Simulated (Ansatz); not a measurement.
Here is the system:

```yaml
crystal:
  lattice:
    - [0.00000, 2.91217, 2.85888]
    - [2.91217, 0.00000, 2.85888]
    - [2.91217, 2.91217, 0.00000]
  atoms:
    - { symbol: S, position: [0.75000, 0.75000, 0.75000] }
    - { symbol: Cd, position: [0.00000, 0.00000, 0.00000] }
```

No spin polarisation.

All numbers come from PBEsol (Ansatz, a program for electronic structure, PAW, without spin-orbit coupling). Settings: 10×10×10 k-points, 0.05 eV Fermi–Dirac smearing.

Question: Predict the hole mass and space group.

Answer: 
* **Hole mass**: 0.12 mₑ along z, 0.72 mₑ across (at Γ)
* **Space group**: I-4m2 (No. 119)

The levels and masses belong to the bands next to the band gap. The cells carry an imposed strain or load. Masses are band curvatures over ±0.01 Å⁻¹ around the edge. Stability against distortions was not tested. The cell was made from CdS in the zinc blende structure (space group F-43m, No. 216) by this change: uniaxial strain ε_zz = −1.83 %.
